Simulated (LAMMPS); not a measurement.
LAMMPS 22 Jul 2025, classical MD, EAM (W_zhou.eam.alloy): W, 2662 atoms.

```
Item                                                                                      Result
-----------------------------------------------  -----------------------------------------------
task                                                                                     MD, nve
potential                                                                  EAM, W_zhou.eam.alloy
copies of the repeat unit                                                               11×11×11
shape (slab and sphere leave vacuum in the box)                                             bulk
steps                                                                                       2000
timestep                                                                                    2 fs
thermo                                                                                        50
newton                                                                              on (default)
atom_modify sort (bins of 2 Å where set)                                          1000 (default)
comm_style                                                                       brick (default)
box                                                                         34.8 × 34.8 × 34.8 Å
start                                            generated bcc lattice, warmed in an untimed run
```

All runs start from one configuration, warmed at this fixed volume for 1000 steps under a thermostat at 1600 K. The run at a skin of 2 Å has a mean temperature of 1600 K and a mean pressure of 5.8 GPa.

One run each, on a shared machine, so no times are given.

With neigh_modify every 1 delay 0 check yes, skins of 0.1, 0.3, 0.5, 1, 1.5, 2, 3 Å were run. Further schedules:
- skin 1 Å, every 1 delay 10 check yes
- skin 2 Å, every 10 delay 0 check yes
- skin 2 Å, every 1 delay 10 check yes
- skin 2 Å, every 20 delay 0 check no
- skin 1 Å, every 10 delay 0 check yes
- skin 0.3 Å, every 10 delay 0 check yes
- skin 0.3 Å, every 20 delay 0 check no

A schedule rebuilds too seldom if it shows a dangerous build, rebuilds less often than the check at every step does at that skin, or fails.

**Question.** Which schedules can miss pairs here, and how do rebuilds depend on the skin?

**Answer.** With the check at every step the rebuilds are 729 at 0.1 Å, 292 at 0.3 Å, 177 at 0.5 Å, 84 at 1 Å, 45 at 1.5 Å, 1 at 2 Å, 0 at 3 Å. Too seldom: skin 1 Å, every 10 delay 0 check yes; skin 0.3 Å, every 10 delay 0 check yes; skin 0.3 Å, every 20 delay 0 check no.

```json
[
 {"setting": "skin 0.1 Å, every 1 delay 0 check yes", "rebuilds": "729", "dangerous builds": "—", "list entries an atom": "68.2", "change of the total energy (meV/atom)": "+0.017"},
 {"setting": "skin 0.3 Å, every 1 delay 0 check yes", "rebuilds": "292", "dangerous builds": "—", "list entries an atom": "74.6", "change of the total energy (meV/atom)": "+0.017"},
 {"setting": "skin 0.5 Å, every 1 delay 0 check yes", "rebuilds": "177", "dangerous builds": "—", "list entries an atom": "81.8", "change of the total energy (meV/atom)": "+0.017"},
 {"setting": "skin 1 Å, every 1 delay 0 check yes", "rebuilds": "84", "dangerous builds": "—", "list entries an atom": "86.1", "change of the total energy (meV/atom)": "+0.017"},
 {"setting": "skin 1.5 Å, every 1 delay 0 check yes", "rebuilds": "45", "dangerous builds": "—", "list entries an atom": "107", "change of the total energy (meV/atom)": "+0.017"},
 {"setting": "skin 2 Å, every 1 delay 0 check yes", "rebuilds": "1", "dangerous builds": "—", "list entries an atom": "132", "change of the total energy (meV/atom)": "+0.017"},
 {"setting": "skin 3 Å, every 1 delay 0 check yes", "rebuilds": "0", "dangerous builds": "—", "list entries an atom": "166", "change of the total energy (meV/atom)": "+0.017"},
 {"setting": "skin 1 Å, every 1 delay 10 check yes", "rebuilds": "84", "dangerous builds": "0", "list entries an atom": "86.1", "change of the total energy (meV/atom)": "+0.017"},
 {"setting": "skin 2 Å, every 10 delay 0 check yes", "rebuilds": "1", "dangerous builds": "0", "list entries an atom": "132", "change of the total energy (meV/atom)": "+0.017"},
 {"setting": "skin 2 Å, every 1 delay 10 check yes", "rebuilds": "1", "dangerous builds": "0", "list entries an atom": "132", "change of the total energy (meV/atom)": "+0.017"},
 {"setting": "skin 2 Å, every 20 delay 0 check no", "rebuilds": "100", "dangerous builds": "not counted", "list entries an atom": "132", "change of the total energy (meV/atom)": "+0.017"},
 {"setting": "skin 1 Å, every 10 delay 0 check yes", "rebuilds": "68", "dangerous builds": "0", "list entries an atom": "86.1", "change of the total energy (meV/atom)": "+0.017"},
 {"setting": "skin 0.3 Å, every 10 delay 0 check yes", "rebuilds": "200", "dangerous builds": "200", "list entries an atom": "74.6", "change of the total energy (meV/atom)": "+0.017"},
 {"setting": "skin 0.3 Å, every 20 delay 0 check no", "rebuilds": "100", "dangerous builds": "not counted", "list entries an atom": "74.6", "change of the total energy (meV/atom)": "+0.017"}
]
```

Where the energy changes as in the checked runs, the late rebuilds cost nothing that shows in this run. List entries are as LAMMPS prints them (Ave neighs/atom).
